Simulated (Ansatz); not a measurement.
Consider BAs in the zinc blende structure (space group F-43m, No. 216; a = 4.809 Å).

Structures relaxed with Ansatz (a quantum-chemistry and plane-wave program) PBE, spin-orbit coupling left out, earlier PAW set.

Base:

Simulated powder pattern, Cu Kα1, λ = 1.54056 Å (kinematic, ideal powder, no thermal factors, no anomalous dispersion; the 14 strongest lines at most, above 2 %, up to 2θ = 90°):

```csv
2θ (°),I/Imax (%),hkl
32.21,100,(111)
37.37,40,(200)
53.87,40,(220)
64.17,40,(311)
67.40,9.6,(222)
79.68,6.3,(400)
88.55,17,(331)
```

Modification: full substitution As → N; the structure is relaxed again.

After the change:

Simulated powder pattern, Cu Kα1, λ = 1.54056 Å (kinematic, ideal powder, no thermal factors, no anomalous dispersion; the 14 strongest lines at most, above 2 %, up to 2θ = 90°):

| 2θ (°) | d (Å) | I/Imax (%) | hkl |
|---|---|---|---|
| 43.20 | 2.092 | 100 | (111) |
| 50.31 | 1.812 | 4.8 | (200) |
| 73.91 | 1.281 | 37 | (220) |
| 89.65 | 1.093 | 23 | (311) |

The indices refer to each structure's own conventional cell; one index is shown for lines that coincide.

Whether these cells are dynamically stable was not tested.
